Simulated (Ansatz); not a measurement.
HfO2: uniaxial strain ε_zz = +2.00 %

The reference is HfO₂ in the fluorite structure (space group Fm-3m, No. 225; a = 5.0438 Å). Axes: x, y, z lie along the cube axes.

The change: uniaxial strain ε_zz = +2.00 %, all other strain components held at zero, atoms relaxed at fixed cell.

Calculations: Ansatz (a first-principles code), PBEsol, PAW, cutoff 420 eV, spin-orbit coupling left out. Γ-centred 11×11×11 mesh, Fermi–Dirac width 0.05 eV.

The space group goes from Fm-3m (No. 225) to I4/mmm (No. 139) and the energy goes up by 7.5 meV/atom. The pressure (mean of the normal stresses, compression positive) goes from zero to -50.0 kbar and the band gap decreases by 0.14 eV, from 3.69 eV to 3.55 eV. The gap character is direct at X and the electron mass changes from 1.1 mₑ along k, 0.70 mₑ across (at X) to 1.1 mₑ along k, 0.72 mₑ across (at X). The stress (xx, yy, zz, yz, xz, xy; compression positive) comes out as (-1.99, -1.99, -11.04, 0.00, 0.00, 0.00) GPa.

With Hf present, leaving out spin-orbit coupling can change the band edges. Effective masses come from finite differences of ±0.01 Å⁻¹. Along k means along the line from Γ to the band edge. Whether these cells are dynamically stable was not tested. This is not the structure that HfO2 has at room temperature and ambient pressure. k-point labels follow each cell's own Brillouin zone.
